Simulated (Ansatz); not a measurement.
We consider LiH (model structure, within 0.1 Å of P6₃/mmc, No. 194, 4 atoms in the cell), described by r²SCAN0 in Ansatz (PAW).

Run with plane-wave cutoff 520 eV, 9×9×6 k mesh (along the axes of the cell as run), Fermi–Dirac smearing 0.01 eV, scalar-relativistic PAW data made under PBE.

Cell (relaxed with PBEsol):

```yaml
crystal:
  lattice:
    - [3.23329, 0.00000, 0.00000]
    - [-1.61664, 2.80011, 0.00000]
    - [0.00000, 0.00000, 4.04368]
  atoms:
    - { symbol: Li, position: [0.66667, 0.33333, 0.06248] }
    - { symbol: Li, position: [0.33333, 0.66667, 0.56248] }
    - { symbol: H, position: [0.66667, 0.33333, 0.56272] }
    - { symbol: H, position: [0.33333, 0.66667, 0.06272] }
```

Estimate the band gap that the calculation returns.


band gap: 3.73 eV (on the SCF k mesh)

Note: cell and atoms aren't relaxed at this level (pressure 0.3 GPa).

A model structure was made by putting elements into a prototype or built by hand; it is no filed structure, need not be a known phase, and can be a saddle point held by its symmetry.

Ansatz is a first-principles code.
